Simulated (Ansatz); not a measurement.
A (12,0) blue phosphorus nanotube, stretched and compressed along its axis from its relaxed period of 5.655 Å, atoms relaxed at each length.

Computed with PBE (plane waves to 420 eV, PAW; Ansatz, an electronic-structure program). Mesh 1×1×6. No spin polarisation. Periodic along z alone, with about 11 Å of vacuum beside it. A hypothetical model, rolled from the flat sheet. Only distortions within the start's symmetry and period were free. Buckling under compression is shut out by symmetry and the short period. Energies are free energies at a Fermi–Dirac width of 0.02 eV, from the unstrained cell.

```
strain (%)  energy (meV a period)  axial force (nN)  PBE gap (eV)
----------  ---------------------  ----------------  ------------
-3.0                         +483             -9.34          1.64
-1.5                            …                 …             …
0.0                             0             +0.02          1.74
+1.5                         +112             +4.16          1.66
+3.0                            …                 …             …
+6.0                        +1642            +14.59          1.31
```

Problem. Some entries are withheld; supply them.

Solution. 
- +3.0, energy (meV a period): +435
- +3.0, axial force (nN): +7.98
- +3.0, PBE gap (eV): 1.53
- -1.5, energy (meV a period): +118
- -1.5, axial force (nN): -4.49
- -1.5, PBE gap (eV): 1.71
